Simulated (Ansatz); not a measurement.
**SnGe (model structure, started from the CsCl type, Pm-3m, No. 221, 2 atoms in the cell): properties by level of theory**

```
level (code)     equilibrium lattice constant a (Å)  bulk modulus (GPa)  cohesive energy (eV/atom)
---------------  ----------------------------------  ------------------  -------------------------
LDA (Ansatz)                                  3.511                67.0                       4.08
PBE (Ansatz)                                  3.605                54.6                       3.23
PBEsol (Ansatz)                               3.539                63.2                       3.69
```

Caveats: the bulk modulus is −V dP/dV from two relaxed cells at ±2 % in volume (LDA, PBE, PBEsol). Ansatz's density-functional and Hartree–Fock values are scalar-relativistic unless marked +SOC, with PAW data made under PBE.

Free atoms are spin-polarised, in the lowest state found; at levels without +SOC their spin–orbit coupling is left out.

A model structure was made by putting elements into a prototype or built by hand; it is no filed structure, need not be a known phase, and can be a saddle point held by its symmetry.

Ansatz is a first-principles code.
